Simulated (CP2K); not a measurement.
Input and output of a self-consistent single point for Ni₃Si (Pm-3m, 4 atoms in the cell) (CP2K).

Method of the run: PBEsol, GPW, DZVP-MOLOPT-SR-GTH basis, GTH-PBE potentials (GTH_POTENTIALS) run with CP2K 2026.2.

```
CELL_PARAMETERS angstrom
      3.59670     0.00000     0.00000
      0.00000     3.59670     0.00000
      0.00000     0.00000     3.59670
ATOMIC_POSITIONS crystal
  Si 0.00000 0.00000 0.00000
  Ni 0.00000 0.50000 0.50000
  Ni 0.50000 0.00000 0.50000
  Ni 0.50000 0.50000 0.00000
```

Reference input (self-consistent single point, DFT PBE, GPW, DZVP-MOLOPT-SR-GTH basis, GTH-PBE potentials (GTH_POTENTIALS)): CUTOFF = 600 Ry; REL_CUTOFF = 40 Ry; SMEAR/METHOD = GAUSSIAN; SIGMA = 0.272 eV; KPOINTS/SCHEME = MONKHORST-PACK 7 7 7; XC_FUNCTIONAL = PBE; Si/BASIS_SET = DZVP-MOLOPT-SR-GTH-q4; Si/POTENTIAL = GTH-PBE-q4; Ni/BASIS_SET = DZVP-MOLOPT-SR-GTH-q18; Ni/POTENTIAL = GTH-PBE-q18; METHOD = GPW; EPS_DEFAULT = 1e-10. This run's input differs from it in these lines:

```diff
@@ -43,3 +43,6 @@
     &XC
-      &XC_FUNCTIONAL PBE
+      &XC_FUNCTIONAL
+        &PBE
+          PARAMETRIZATION PBESOL
+        &END PBE
       &END XC_FUNCTIONAL
```

The program printed (abridged):

```
 SCF WAVEFUNCTION OPTIMIZATION

  Step     Update method      Time    Convergence         Total energy    Change
     1 NoMix/Diag. 0.20E+00      -     1.58564017      -512.3721591867 -5.12E+02
     2 Broy./Diag. 0.20E+00      -     0.07504965      -503.1106887072  9.26E+00
     3 Broy./Diag. 0.20E+00      -     0.04486123      -509.4937103819 -6.38E+00
     4 Broy./Diag. 0.20E+00      -     0.09327113      -511.4781338247 -1.98E+00
     5 Broy./Diag. 0.20E+00      -     0.01711831      -511.5758620595 -9.77E-02
     6 Broy./Diag. 0.20E+00      -     0.01087938      -511.3053893344  2.70E-01
   [... 6 lines left out ...]
    13 Broy./Diag. 0.20E+00      -     0.00001903      -511.2875018494  4.94E-05
    14 Broy./Diag. 0.20E+00      -     0.00000139      -511.2874792791  2.26E-05
    15 Broy./Diag. 0.20E+00      -     0.00000303      -511.2875308569 -5.16E-05
    16 Broy./Diag. 0.20E+00      -     0.00000016      -511.2875234673  7.39E-06
  *** SCF run converged in    16 steps ***

  Overlap energy of the core charge distribution:               0.00000000000000
  Self energy of the core charge distribution:               -793.67552844016848
  Core Hamiltonian energy:                                    220.75932714526675
  Hartree energy:                                             112.97193707870096
  Exchange-correlation energy:                                -51.34040786983586
  Smearing free energy correction:                             -0.00285138146958
  Fermi energy:                                                 0.43272858394860

  Total energy:                                              -511.28752346731227
  Total energy (extrapolated to sigma->0):                   -511.28609777657749

   [... lines left out ...]

 STRESS| Analytical stress tensor [bar]
 STRESS|                        x                   y                   z
 STRESS|      x       -1.94306354168E+05   2.26915007799E-02   2.26914968078E-02
 STRESS|      y        2.26915007799E-02  -1.94306340907E+05   2.26915055409E-02
 STRESS|      z        2.26914968078E-02   2.26915055409E-02  -1.94306336467E+05
 STRESS| 1/3 Trace                                            -1.94306343847E+05
```

The run converged in 16 iterations. Against the reference run the pressure goes from -12.16 to -19.43 GPa.

The starting cell has typed, rounded lattice constants, without a prior relaxation at this level. Its lattice was rescaled by a random factor within 2.5 % of one. Spin polarisation is off. Values carry the incompleteness of an atom-centred basis. The potentials were made for another functional than the one used. With a pressure of about -19 GPa the cell is away from its equilibrium volume at this level.

Cost on one core of a shared machine: roughly 60 s.
